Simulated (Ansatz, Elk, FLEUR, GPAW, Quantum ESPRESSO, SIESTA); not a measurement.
## Code comparison for NiPt3 (Pm-3m, 4 atoms in the cell)

Self-consistent single point, at a second geometry (lattice scaled by 0.98). First geometry:

```yaml
crystal:
  lattice:
    - [3.83846, 0.00000, 0.00000]
    - [0.00000, 3.83846, 0.00000]
    - [0.00000, 0.00000, 3.83846]
  atoms:
    - { symbol: Ni, position: [0.00000, 0.00000, 0.00000], spin: 2.0 }
    - { symbol: Pt, position: [0.00000, 0.50000, 0.50000] }
    - { symbol: Pt, position: [0.50000, 0.00000, 0.50000] }
    - { symbol: Pt, position: [0.50000, 0.50000, 0.00000] }
```
(The spins are starting values, not results.)

Shared settings, as Ansatz (a program for electronic structure) writes them: kpoints.mp_grid.grid = 9 9 9; scf.occupations.method = gaussian; scf.occupations.width = 0.1 eV. Potentials and cutoffs stand in the table.

```
code                                                                                                                                      model  ΔF from the first geometry (meV/atom)  pressure (GPa)  size of the net moment (μB/atom)           cutoff
----------------  -----------------------------------------------------------------------------------------------------------------------------  -------------------------------------  --------------  --------------------------------  ---------------
Quantum ESPRESSO                                                                             PBEsol, PSlibrary ultrasoft (PBE) pseudopotentials                                   46.4           18.90                              0.28            50 Ry
FLEUR                                                                           PBEsol, all-electron FLAPW (FLEUR), scalar-relativistic valence                                      –               –                              0.28  Kmax 4.2 1/bohr
Elk                                                             PBEsol, all-electron FP-LAPW, Elk's shipped species files, default APW+lo basis                                      –               –                              0.27         rgkmax 7
Ansatz                                                                                                          PBEsol, PAW files made with PBE                                   30.5           15.45                              0.28          default
GPAW                                                                                      PBEsol, GPAW PAW datasets PBEsol (made by gpaw-setup)                                   28.7           15.16                              0.00           850 eV
SIESTA            GGA PBEsol, numerical atomic orbitals TZP, PseudoDojo PBEsol standard norm-conserving potentials (rewritten from UPF to PSML)                                   33.6           17.42                              0.31      grid 400 Ry
```

A dash marks a value that a program does not give, or that is left out as unsure.

The net moments differ, which can mean other magnetic states; other values may part for that reason too.

On Ansatz's run: spin-orbit coupling is off. With one magnetic atom in the cell only a parallel order is possible.

The spread over the programs that give each value: ΔF from the first geometry within 17.7 meV/atom; pressure within 3.74 GPa; size of the net moment within 0.31 μB/atom.

SIESTA uses small atom-centred bases, whose incompleteness enters pressures, forces and empty levels differently from a plane-wave cutoff. FLEUR and Elk treat all electrons, but the usual bases taken here (sphere radii, linearisation, local orbitals, empty states) were not tested for convergence, so the values are no reference for the others. Ansatz's pressure is given at a fixed set of plane waves, as the other plane-wave codes print theirs; with its correction for the finite basis it is 15.55 GPa. In the pressure, Quantum ESPRESSO (by 3.45) and SIESTA (by 1.97) lie more than 1 GPa from the median of the plane-wave programs.

The starting cell comes from a database of computed structures (which also holds hypothetical and non-ambient phases and stackings), without a prior relaxation at this level. Its lattice was rescaled by a random factor within 2.5 % of one. For this run, on top of that: lattice scaled by 0.98.

Keys are those of Ansatz 0.2.
